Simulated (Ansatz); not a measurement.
A one-dimensional CsCl body, 8 atoms a period, stretched and compressed along its axis from its relaxed period of 6.784 Å, atoms relaxed at each length.

```yaml
crystal:
  lattice:
    - [14.50000, 0.00000, 0.00000]
    - [0.00000, 14.50000, 0.00000]
    - [0.00000, 0.00000, 6.78428]
  atoms:
    - { symbol: Cs, position: [0.38125, 0.38125, 0.00000] }
    - { symbol: Cl, position: [0.38468, 0.38468, 0.50000] }
    - { symbol: Cl, position: [0.38468, 0.61532, 0.00000] }
    - { symbol: Cs, position: [0.38125, 0.61875, 0.50000] }
    - { symbol: Cl, position: [0.61532, 0.38468, 0.00000] }
    - { symbol: Cs, position: [0.61875, 0.38125, 0.50000] }
    - { symbol: Cs, position: [0.61875, 0.61875, 0.00000] }
    - { symbol: Cl, position: [0.61532, 0.61532, 0.50000] }
```

Computed with PBE (plane waves to 420 eV, PAW; Ansatz, an electronic-structure program). Mesh 1×1×46. No spin polarisation. One-dimensional cell, images about 11 Å apart. A hypothetical model. It keeps the symmetry and period of its start, so it need not be a minimum against all distortions. Buckling under compression is shut out by symmetry and the short period. Energies are free energies at a Fermi–Dirac width of 0.02 eV, from the unstrained cell.

```json
[
 {"strain (%)": "-3.0", "energy (meV a period)": "[?]", "axial force (nN)": "[?]", "PBE gap (eV)": "[?]"},
 {"strain (%)": "-1.5", "energy (meV a period)": "+11", "axial force (nN)": "-0.36", "PBE gap (eV)": "4.49"},
 {"strain (%)": "0.0", "energy (meV a period)": "0", "axial force (nN)": "-0.01", "PBE gap (eV)": "4.53"},
 {"strain (%)": "+1.5", "energy (meV a period)": "[?]", "axial force (nN)": "[?]", "PBE gap (eV)": "[?]"},
 {"strain (%)": "+3.0", "energy (meV a period)": "+35", "axial force (nN)": "+0.53", "PBE gap (eV)": "4.56"}
]
```

Task: What belongs in the gaps?

Result: 
- -3.0, energy (meV a period): +47
- -3.0, axial force (nN): -0.80
- -3.0, PBE gap (eV): 4.45
- +1.5, energy (meV a period): +10
- +1.5, axial force (nN): +0.30
- +1.5, PBE gap (eV): 4.54
